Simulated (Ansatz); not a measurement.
We consider LiF (model structure, F-43m, No. 216, 2 atoms in the cell), described by LDA (plane waves, PAW; Ansatz, a quantum-chemistry and plane-wave program).

Run with plane-wave cutoff 520 eV, 14×14×14 k mesh, Fermi–Dirac smearing 0.01 eV, scalar-relativistic PAW data made under PBE.

Cell (relaxed with PBEsol):

Space group F-43m (No. 216); a = b = c = 4.3112 Å, α = β = γ = 90.00°

| atom | site | symmetry | x | y | z |
|---|---|---|---|---|---|
| Li | 4a | -43m | 0.0000 | 0.0000 | 0.0000 |
| F | 4d | -43m | 0.7500 | 0.7500 | 0.7500 |
(The calculation used a cell of 2 atoms; values per cell refer to that cell.)

**Question.** What does this level give for the band gap?

**Answer.** 
* **band gap**: 7.53 eV (direct)

Note: the relaxation could raise the start's symmetry but not lower it, so the cell can be a saddle point; cell and atoms aren't relaxed at this level (pressure -4.1 GPa).

Cost on a shared machine: about 3 core-seconds (a rough figure).

A model structure was made by putting elements into a prototype or built by hand; it is no filed structure, need not be a known phase, and can be a saddle point held by its symmetry.
